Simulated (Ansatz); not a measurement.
ZnGeP2: pressure 30 GPa

Take ZnGeP$_{2}$ in the chalcopyrite structure (space group I-42d, No. 122; a = 5.424 Å, c = 10.709 Å) as the base.

It is then changed as follows: cell and atoms relaxed at a pressure of 30 GPa.

Computed with PBEsol/PAW in Ansatz (an electronic-structure program), scalar-relativistic without spin-orbit coupling. Γ-centred 9×9×9 mesh, Fermi–Dirac width 0.05 eV.

The volume per atom decreases by 3.885 Å³ (19.69 Å³ → 15.81 Å³) and the density increases by 1.036 g/cm³, from 4.22 g/cm³ to 5.25 g/cm³. The lattice parameter a decreases by 0.3815 Å, from 5.424 Å to 5.043 Å and the c/a ratio hardly moves (1.974 against 1.972). The shortest interatomic distance falls by 0.1691 Å, from 2.334 Å to 2.164 Å and the enthalpy H = E + PV relative to the base's energy is +3.26 eV/atom. The band gap falls by 0.44 eV, from 1.07 eV to 0.63 eV and the gap character stays indirect, Γ → M–S (33 % along). The smallest direct gap drops by 0.58 eV to 0.66 eV and the valence-band top at Γ (three highest levels, from the VBM) is still 0.00, -0.07, -0.07 eV.

Final structure:

```
ZnGeP2
1.0
   -2.52134     2.52134     4.97323
    2.52134    -2.52134     4.97323
    2.52134     2.52134    -4.97323
Zn Ge P
2 2 4
Direct
  0.75000   0.25000   0.50000
  0.00000   0.00000   0.00000
  0.25000   0.75000   0.50000
  0.50000   0.50000   0.00000
  0.12187   0.12500   0.49687
  0.62813   0.62500   0.50313
  0.37500   0.87813   0.00313
  0.87500   0.37187   0.99687
```

Load acts through the strain it causes; cell and atoms are relaxed under it. Whether these cells are dynamically stable was not tested. Competing high-pressure phases were not computed.
